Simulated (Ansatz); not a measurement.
## Lu under a change: biaxial strain +2.50 %, plane normal [001], relaxed out of plane

Consider Lu in the hcp (Mg type) structure (space group P6_3/mmc, No. 194; a = 3.4432 Å, c = 5.3669 Å; relaxed with 0.1 eV smearing). Axes: x lies along a and z along c of the hexagonal cell.

Now apply this change: biaxial strain +2.50 %, plane normal [001], relaxed out of plane (Cartesian); in-plane vectors clamped, the third vector and the atoms free.

Level of theory: PBEsol, PAW, 420 eV (Ansatz, an electronic-structure program; no SOC). Γ-centred 19×19×11 mesh, Fermi–Dirac width 0.1 eV.

* **Volume per atom**: 28.63 Å³ (base 27.55 Å³)
* **Space group**: P6_3/mmc (No. 194) (base P6_3/mmc (No. 194))
* **Shortest interatomic distance**: 3.346 Å (base 3.340 Å)
* **Band gap**: zero (base zero)
* **Out-of-plane strain**: -1.10 %
* **Ratio −ε⊥/ε∥**: 0.44

Cost of the whole job for the changed cell (relaxation, final SCF and bands): around 80 core-seconds (rough).

Stability against distortions was not tested.
